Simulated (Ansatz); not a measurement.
Consider BP in the zinc blende structure (space group F-43m, No. 216).

```
BP
1.0
    0.00000     2.26010     2.26010
    2.26010     0.00000     2.26010
    2.26010     2.26010     0.00000
P B
1 1
Direct
  0.75000   0.75000   0.75000
  0.00000   0.00000   0.00000
```

Cartesian axes are those of the cell as printed.

Level of theory: plane-wave PAW DFT at the PBEsol level (Ansatz, an electronic-structure program, 420 eV), spin-orbit coupling left out.

Base values:

- Valence-band top at Γ: 0.00, 0.00, 0.00 eV
- Smallest direct gap: 3.38 eV
- Band gap: 1.11 eV

It is then changed as follows: the symmetric strain tensor [0.0135 -0.0129 -0.0030; -0.0129 0.0035 0.0135; -0.0030 0.0135 -0.0026], atoms relaxed at fixed cell.

Question: What does the calculation give for the energy relative to the base, stress, valence-band top at Γ, smallest direct gap and band gap after the change?

Answer: The energy rises by 12 meV/atom; the stress (xx, yy, zz, yz, xz, xy; compression positive) amounts to (-4.55, -1.73, -0.32, -5.01, 1.08, 4.61) GPa; the valence-band top at Γ (three highest levels, from the VBM) changes from 0.00, 0.00, 0.00 eV to 0.00, -0.17, -0.37 eV; the smallest direct gap falls by 0.57 eV to 2.81 eV; the band gap decreases by 0.32 eV (1.11 eV → 0.79 eV).

Whether these cells are dynamically stable was not tested.
